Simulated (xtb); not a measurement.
xtb 6.7.1, GFN1-xTB: C[Si](C)(C)/C=C/[Si](C)(C)O, 28 atoms. The geometry is a generated start, not checked to be a minimum at this level.

run flags: --grad
method: GFN1-xTB
--acc: 1 (default)
--etemp (K): 300 (default)
basis functions: 88
valence electrons: 60

```xyz
28

Si    -2.1066    -0.2143     0.1825
C     -2.6194     1.5236    -0.4178
C     -2.4212    -0.3502     2.0607
C     -3.1254    -1.5367    -0.7383
C     -0.2684    -0.5010    -0.1739
C      0.7203     0.2804     0.2597
Si     2.5589    -0.0314    -0.0831
C      3.6556     1.1834     0.8734
C      2.8623     0.0556    -1.9619
O      3.0128    -1.4978     0.4930
H     -3.6635     1.7260    -0.1980
H     -2.0269     2.2950     0.0634
H     -2.4824     1.6283    -1.4898
H     -2.1527    -1.3321     2.4398
H     -3.4674    -0.1815     2.2997
H     -1.8361     0.3818     2.6083
H     -2.8494    -2.5391    -0.4246
H     -2.9739    -1.4745    -1.8120
H     -4.1878    -1.4176    -0.5518
H     -0.0024    -1.3651    -0.7722
H      0.4539     1.1482     0.8518
H      4.7058     0.9568     0.7200
H      3.4873     2.2068     0.5579
H      3.4622     1.1258     1.9395
H      2.6170     1.0309    -2.3703
H      3.9029    -0.1467    -2.1990
H      2.2575    -0.6760    -2.4908
H      2.4868    -2.2787     0.3339
```

One run each on 1 thread. Values of broydamp tried: 0.02, 0.05, 0.1, 0.2, 0.4 (default), 0.6, 0.8, 1.

Task: Predict the course of the SCC iterations along this series.

Result: Fewest SCC iterations, within one of each other: 0.4 (default) with 10, 0.6 with 11, 0.8 with 11. The count rises to 17 at 0.02. All converge to one solution.

| broydamp | SCC iterations | end |
|---|---|---|
| 0.02 | 17 | same solution |
| 0.05 | 14 | same solution |
| 0.1 | 13 | same solution |
| 0.2 | 12 | same solution |
| 0.4 (default) | 10 | same solution |
| 0.6 | 11 | same solution |
| 0.8 | 11 | same solution |
| 1 | 12 | same solution |
